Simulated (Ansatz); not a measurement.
Band-edge transport in semiconductors and insulators: BaTiO$_{3}$ (P4mm) under several functionals (Ansatz, a first-principles code, without spin-orbit coupling). The PBE cell:

```cif
data_BaO3Ti
_chemical_formula_sum 'Ba1 Ti1 O3'
_space_group_name_H-M_alt 'P4mm'
_space_group_IT_number 99
_space_group_name_Hall 'P 4 -2'
_cell_length_a 3.98508
_cell_length_b 3.98508
_cell_length_c 4.20274
_cell_angle_alpha 90.000
_cell_angle_beta 90.000
_cell_angle_gamma 90.000
loop_
_atom_site_label
_atom_site_type_symbol
_atom_site_symmetry_multiplicity
_atom_site_Wyckoff_symbol
_atom_site_fract_x
_atom_site_fract_y
_atom_site_fract_z
_atom_site_occupancy
Ba1 Ba 1 b 0.50000 0.50000 0.59133 1
Ti1 Ti 1 a 0.00000 0.00000 0.10858 1
O1 O 2 c 0.00000 0.50000 0.06020 1
O2 O 1 a 0.00000 0.00000 0.53968 1
```

```
Functional  cell relaxed with  volume (Å³/atom)  band gap  electron conductivity mass  Seebeck coefficient, n-type 1e19 cm⁻³
----------  -----------------  ----------------  --------  --------------------------  -------------------------------------
PBE                       PBE             13.35   1.84 eV                     0.71 mₑ                              -328 μV/K
PBEsol                 PBEsol             12.66   1.85 eV                     0.63 mₑ                              -311 μV/K
r2SCAN                 PBEsol             12.66   2.26 eV                     0.69 mₑ                              -323 μV/K
```

For the band gap, PBE gives 1.84 eV and r2SCAN 2.26 eV: PBE lies 18 % below.

Masses are for dilute carriers at 300 K, harmonic means over directions unless an axis is named. Seebeck coefficients are for the stated density at 300 K, with one relaxation time for all states and whether or not that doping can be reached. Spin-orbit coupling is left out.
